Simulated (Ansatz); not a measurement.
Base system: TiB₂ (space group P6/mmm, No. 191; a = 3.032 Å, c = 3.224 Å).

(Cell as relaxed with PBE.)

Levels (all Ansatz, a quantum-chemistry and plane-wave program, PAW, earlier PAW set): PBE (420 eV, without spin-orbit coupling); r2SCAN (500 eV, no spin-orbit coupling).

Each level relaxes its own structure.

```tsv
base	PBE	r2SCAN
volume per atom	8.56 Å³	8.52 Å³
lattice parameter a	5.729 bohr	5.716 bohr
band gap	zero	zero
```

One thing is altered: cell and atoms relaxed at a pressure of 1.8 GPa.

```
quantity                    PBE      r2SCAN
-------------------  ----------  ----------
c/a ratio                 1.062       1.065
lattice parameter a  5.718 bohr  5.705 bohr
```

PBE's c/a ratio lies 0.0023 below r2SCAN's; PBE's lattice parameter a lies 0.013 bohr above r2SCAN's (0.2 %). Neither level is exact; r2SCAN is the comparison here, not a measurement.

Load acts through the strain it causes; cell and atoms are relaxed under it. Stability against distortions was not tested. All final runs are without spin polarisation.
